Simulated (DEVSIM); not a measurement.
Device: Ru/Si3N4/p-Ge capacitor, at 300 K.

| layer (left to right) | material | thickness (nm) | Na (cm⁻³) |
|---|---|---|---|
| 1 | Si3N4 | 10.0 | - |
| 2 | Ge | 9200 | 4.2e15 |

Metal gate on the left, work function 4.7 eV. Fixed charge at the semiconductor interface 0 cm⁻² (in units of +e); no interface traps.

The device is made up for the run: typed textbook-type constants, with dimensions and the other settings drawn at random. Values at 300 K; Nc and Nv go as T^1.5, mobilities as T to minus their exponent, the gap by Varshni's rule with the affinity fixed.

```csv
parameter,Si3N4,Ge
gap (eV),5.1,0.664
affinity (eV),2.1,4
permittivity,7.5,16
Nc (cm⁻³),-,1.04e19
Nv (cm⁻³),-,6e18
Varshni α (eV/K),-,0.000477
Varshni β (K),-,235
```

Simulated with DEVSIM: 1D Poisson equation in equilibrium, Boltzmann statistics, complete ionisation; no quantum confinement or tunnelling. Metal contacts follow the ideal Schottky-Mott rule: no Fermi-level pinning, no interface dipoles.

The temperature was swept, all else fixed.

```csv
temperature (K),threshold voltage (band bending 2φF) (V),minimum of the low-frequency capacitance (μF/cm²),flat-band voltage (V)
250,0.58,0.0403,0.17
300,0.53,0.0508,0.22
350,0.48,0.0742,0.28
400,0.44,0.118,0.34
450,0.41,0.191,0.37
500,0.41,0.271,0.39
```

From the first row to the last the threshold voltage (band bending 2φF) goes from 0.58 to 0.41. From the first row to the last the minimum of the low-frequency capacitance goes from 0.0403 to 0.271.
